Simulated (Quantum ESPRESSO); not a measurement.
Input and output of a self-consistent single point for CoSi2 (Fm-3m, 3 atoms in the cell) (Quantum ESPRESSO).

Method of the run: PBE, PseudoDojo standard norm-conserving (PBE) pseudopotentials (plane waves; Quantum ESPRESSO).

The change in words: lattice scaled by 0.98. Reference geometry:
```
CoSi2
1.0
    0.00000     2.70264     2.70264
    2.70264     0.00000     2.70264
    2.70264     2.70264     0.00000
Co Si
1 2
Direct
  0.00000   0.00000   0.00000
  0.75000   0.75000   0.75000
  0.25000   0.25000   0.25000
```

Reference input (self-consistent single point, DFT, PBE, plane waves, PseudoDojo standard norm-conserving (PBE) pseudopotentials): ecutwfc = 100 Ry; occupations = smearing; smearing = fd; degauss = 0.0099958 Ry; potentials = {Co: Co.upf, Si: Si.upf}; K_POINTS = automatic 9 9 9 0 0 0; conv_thr = 1e-11 Ry. This run's input differs from it in these lines:

```diff
@@ -25,4 +25,4 @@
 Co    0.0000000000    0.0000000000    0.0000000000
-Si    4.0539630000    4.0539630000    4.0539630000
-Si    1.3513210000    1.3513210000    1.3513210000
+Si    3.9728835000    3.9728835000    3.9728835000
+Si    1.3242945000    1.3242945000    1.3242945000
 K_POINTS {automatic}
@@ -30,5 +30,5 @@
 CELL_PARAMETERS {angstrom}
-   0.0000000000     2.7026420000     2.7026420000
-   2.7026420000     0.0000000000     2.7026420000
-   2.7026420000     2.7026420000     0.0000000000
+   0.0000000000     2.6485890000     2.6485890000
+   2.6485890000     0.0000000000     2.6485890000
+   2.6485890000     2.6485890000     0.0000000000
```

Output (repeated stretches shortened):

```
     Self-consistent Calculation

     iteration #  1     ecut=   100.00 Ry     beta= 0.70

     total energy              =    -322.71912718 Ry
     estimated scf accuracy    <       0.58388049 Ry

     iteration #  2     ecut=   100.00 Ry     beta= 0.70

     total energy              =    -321.88855641 Ry
     estimated scf accuracy    <      11.26313034 Ry

     iteration #  3     ecut=   100.00 Ry     beta= 0.70

     total energy              =    -323.09564616 Ry
     estimated scf accuracy    <       0.01369129 Ry

   [... 8 blocks of this kind left out ...]

     iteration # 12     ecut=   100.00 Ry     beta= 0.70

     total energy              =    -323.10040322 Ry
     estimated scf accuracy    <          5.1E-10 Ry

     iteration # 13     ecut=   100.00 Ry     beta= 0.70
     End of self-consistent calculation

     the Fermi energy is    13.5981 ev

!    total energy              =    -323.10040322 Ry
     estimated scf accuracy    <          9.4E-12 Ry
     smearing contrib. (-TS)   =      -0.00487203 Ry
     internal energy E=F+TS    =    -323.09553118 Ry

     convergence has been achieved in  13 iterations

     Forces acting on atoms (cartesian axes, Ry/au):

     atom    1 type  1   force =     0.00000000    0.00000000    0.00000000
   [... zero for the other atoms too ...]

     Total force =     0.000000     Total SCF correction =     0.000000

          total   stress  (Ry/bohr**3)                   (kbar)     P=       71.17
   0.00048380  -0.00000000  -0.00000000           71.17       -0.00       -0.00
  -0.00000000   0.00048380   0.00000000           -0.00       71.17        0.00
   0.00000000   0.00000000   0.00048380            0.00        0.00       71.17

   JOB DONE.
```

The run converged in 13 iterations. Against the reference run the free energy rises by 6.1 meV/atom and the pressure goes from -3.98 to 7.12 GPa.

The starting cell comes from a database of computed structures (which also holds hypothetical and non-ambient phases and stackings), without a prior relaxation at this level. Its lattice was rescaled by a random factor within 2.5 % of one. For this run, on top of that: lattice scaled by 0.98. Spin polarisation is off. With a pressure of about 7 GPa the cell is away from its equilibrium volume at this level.

Cost on one core of a shared machine: roughly 30 s.
